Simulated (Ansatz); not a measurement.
# Convergence study of the plane-wave cutoff for Ti3Al (P3m1, 8 atoms in the cell)

```
CELL_PARAMETERS angstrom
      5.77644     0.00000     0.00000
     -2.88822     5.00254     0.00000
      0.00000     0.00000     4.65370
ATOMIC_POSITIONS crystal
  Ti 0.82990 0.65980 0.25000
  Ti 0.17010 0.34020 0.75000
  Ti 0.17010 0.82990 0.75000
  Ti 0.82990 0.17010 0.25000
  Ti 0.34020 0.17010 0.25000
  Ti 0.65980 0.82990 0.75000
  Al 0.33333 0.66667 0.26074
  Al 0.66667 0.33333 0.75000
```

Computed with LDA (PW92), default PAW files made with PBE (plane waves; Ansatz, a program for electronic structure).

Base settings: basis.ecutwfc = 30.9 Ry; kpoints.mp_grid.grid = 4 4 4; hamiltonian.xc = lda; hamiltonian.pseudopotentials = {kind: paw} (the program's default PAW files); scf.occupations.method = fermi_dirac; scf.occupations.width = 0.0073 Ry.

The second cell is the first with its lattice scaled by 0.98.

The mesh stays at the base's, so the ladder's end is converged at best in this setting alone.

The first pressure column holds Ansatz's estimate of the finite-basis (Pulay) stress, which hides part of the cutoff error; the other is without it.

Only quantities that move along the ladder and can be compared are tabulated.

The count of work is k-points × plane waves × bands × iterations; it is no time. 

The starting cell comes from a database of computed structures (which also holds hypothetical and non-ambient phases and stackings), without a prior relaxation at this level. Its lattice was rescaled by up to half a per cent. One atom was moved a little off its site on purpose. Spin polarisation is off. In the base run, with a pressure of about -8 GPa the cell is away from its equilibrium volume at this level. Without a gap this mesh is coarse (it stands for a supercell whose shortest vector is 19 Å).

Steps (basis.ecutwfc): 10.7 Ry; 12.5 Ry; 14 Ry; 15.4 Ry; 16.9 Ry; 18.4 Ry; 21.7 Ry; 24.6 Ry; 27.9 Ry; 30.9 Ry; 33.8 Ry; 37.1 Ry; 41.5 Ry; 46.3 Ry; 54 Ry; 61.7 Ry; 74.2 Ry.

Task: What is the coarsest basis.ecutwfc that holds the energy of the compressed cell less the first within 0.5 meV/atom of the last step, with all finer ones?

Result: 24.6 Ry, at 0.19 of the last step's count of work; the step before is off by 0.91 meV/atom.

Task: What is the coarsest basis.ecutwfc that holds the free energy within 2 meV/atom of the last step, with all finer ones?

Result: 30.9 Ry, at 0.27 of the last step's count of work; the step before is off by 3.6 meV/atom.

Task: What is the coarsest basis.ecutwfc that holds the forces within 0.01 eV/Å of the last step, with all finer ones?

Result: 24.6 Ry, at 0.19 of the last step's count of work; the step before is off by 0.031 eV/Å.

| basis.ecutwfc | free energy less the last step's (meV/atom) | energy of the compressed cell less the first (meV/atom) | pressure (GPa) | pressure without the Pulay estimate (GPa) | largest difference of a force vector from the last step's (eV/Å) | count of work / last |
|---|---|---|---|---|---|---|
| 10.7 Ry | 20082.63 | -248.65 | -43.18 | -519.99 | 0.951 | 0.064 |
| 12.5 Ry | 10479.16 | 12.99 | -6.63 | -326.38 | 0.515 | 0.078 |
| 14 Ry | 5716.71 | -24.52 | 4.17 | -210.68 | 0.314 | 0.096 |
| 15.4 Ry | 3142.63 | 1.65 | -4.64 | -137.09 | 0.300 | 0.11 |
| 16.9 Ry | 1615.72 | -10.05 | -8.35 | -85.54 | 0.297 | 0.11 |
| 18.4 Ry | 820.06 | -36.46 | -8.97 | -53.69 | 0.091 | 0.13 |
| 21.7 Ry | 157.14 | -32.44 | -8.59 | -20.17 | 0.031 | 0.16 |
| 24.6 Ry | 30.22 | -31.78 | -8.25 | -11.15 | 0.006 | 0.19 |
| 27.9 Ry | 3.65 | -31.38 | -8.22 | -8.63 | 0.001 | 0.23 |
| 30.9 Ry | 0.94 | -31.51 | -8.25 | -8.29 | 0.000 | 0.27 |
| 33.8 Ry | 0.70 | -31.52 | -8.25 | -8.26 | 0.000 | 0.30 |
| 37.1 Ry | 0.61 | -31.53 | -8.25 | -8.26 | 0.000 | 0.35 |
| 41.5 Ry | 0.47 | -31.53 | -8.25 | -8.26 | 0.000 | 0.42 |
| 46.3 Ry | 0.29 | -31.53 | -8.25 | -8.26 | 0.000 | 0.49 |
| 54 Ry | 0.15 | -31.53 | -8.25 | -8.25 | 0.000 | 0.62 |
| 61.7 Ry | 0.08 | -31.53 | -8.25 | -8.25 | 0.000 | 0.76 |
| 74.2 Ry | 0.00 | -31.53 | -8.25 | -8.25 | 0.000 | 1.0 |

The energy difference between the two cells stays within 1 meV/atom of the last step's from 21.7 Ry on, the total only from 30.9 Ry on: much of the error is common to both cells and cancels.

At the lowest cutoff the pressure without the Pulay estimate lies 512 GPa under the last step's, the usual sign of Pulay stress in an incomplete plane-wave basis.

Keys are those of Ansatz 0.2.
